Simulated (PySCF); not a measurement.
PySCF 2.14.0, R2SCAN/def2-svp, df: Zn(Me)(tBu) ([CH3][Zn][C](C)(C)C), 18 atoms. The geometry is a generated start, not checked to be a minimum at this level.

```
Property                       Value
-------------------  ---------------
task                          energy
method                        r2scan
basis                       def2-svp
two-electron scheme  density fitting
mol.max_memory               3000 MB
mf.max_cycle                     100
mf.conv_tol          1e-09 (default)
mf.grids.level           3 (default)
basis functions                  161
grid points                   208928
```

```xyz
18

Zn     0.7146     1.1892    -0.2153
C      1.8339     2.9040    -0.5257
H      2.8453     2.7818    -0.1502
H      1.4007     3.7628    -0.0214
H      1.9050     3.1477    -1.5815
C     -0.3645    -0.5622     0.1023
C     -1.8659    -0.2670     0.1517
C     -0.1007    -1.5580    -1.0294
C      0.0493    -1.2081     1.4268
H     -2.4272    -1.1911     0.3172
H     -2.2129     0.1710    -0.7836
H     -2.1072     0.4197     0.9626
H     -0.4071    -1.1512    -1.9927
H      0.9548    -1.8208    -1.0874
H     -0.6654    -2.4793    -0.8593
H      1.1080    -1.4657     1.4265
H     -0.1421    -0.5438     2.2681
H     -0.5185    -2.1288     1.5913
```

Charge 0 and multiplicity 1 are set for this test and not shown to be the ground state.

With the defaults (mf.init_guess = minao, mf.DIIS = CDIIS, mf.diis = true, mf.diis_space = 8, mf.level_shift = 0) it converges in 13 Fock builds. One run each on 2 threads, 1 BLAS thread, with these changes:
- mf.diis_space = 12
- mf.diis_space = 3
- mf.level_shift = 0.1 Hartree
- mf.DIIS = EDIIS
- mf.init_guess = huckel
- mf.diis = false
- mf.init_guess = sap
- mf.level_shift = 1 Hartree
- mf.init_guess = 1e

Problem. Which runs fail or end elsewhere than the default run?

Solution. No convergence: mf.init_guess = 1e; mf.DIIS = EDIIS; mf.diis = false (the run ends without SCF convergence in 100 cycles). The rest reach the solution of the defaults.

| setting | Fock builds | end |
|---|---|---|
| mf.level_shift = 0.1 Hartree | 12 | same solution |
| the defaults | 13 | same solution |
| mf.diis_space = 12 | 13 | same solution |
| mf.init_guess = huckel | 14 | same solution |
| mf.diis_space = 3 | 23 | same solution |
| mf.init_guess = sap | 29 | same solution |
| mf.level_shift = 1 Hartree | 46 | same solution |
| mf.init_guess = 1e | 101 | no convergence |
| mf.DIIS = EDIIS | 101 | no convergence |
| mf.diis = false | 101 | no convergence |
